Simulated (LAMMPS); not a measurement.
An MD run on a melt made from Si (diamond structure), 1728 atoms, at 1350 K and 0 GPa, brought to that temperature within a few picoseconds.

Model: classical MD, pair style edip, file Si.edip (LAMMPS).

| t (ps) | Green-Kubo integral (mPa s) |
|---|---|
| 0.002000 | 0.220 |
| 0.004000 | 0.361 |
| 0.006000 | 0.492 |
| 0.008000 | 0.612 |
| 0.01000 | 0.719 |
| 0.01200 | 0.810 |
| 0.01600 | 0.948 |
| 0.02000 | 1.03 |
| 0.02400 | 1.05 |
| 0.03000 | 1.01 |
| 0.03800 | 0.905 |
| 0.04600 | 0.835 |
| 0.05800 | 0.933 |
| 0.07200 | 1.25 |
| 0.08800 | 1.50 |
| 0.1100 | 1.59 |
| 0.1360 | 1.90 |
| 0.1680 | 2.13 |
| 0.2060 | 2.47 |
| 0.2560 | 2.79 |
| 0.3160 | 3.17 |
| 0.3900 | 3.60 |
| 0.4820 | 4.06 |
| 0.5960 | 4.53 |
| 0.7360 | 5.02 |
| 0.9080 | 5.61 |
| 1.122 | 6.20 |
| 1.386 | 6.87 |
| 1.710 | 7.37 |
| 2.114 | 7.77 |
| 2.610 | 8.14 |
| 3.222 | 8.49 |
| 3.980 | 8.87 |
| 4.916 | 8.83 |
| 6.070 | 7.68 |
| 7.498 | 7.56 |

State found: liquid.

Q: Read off the shear viscosity (Green-Kubo).

A: The viscosity is the plateau of the integral. shear viscosity (Green-Kubo): 9 ± 2 mPa s.

Caution: this liquid lies under the melting point of about 1580 K that Si.edip gives, so it is undercooled.
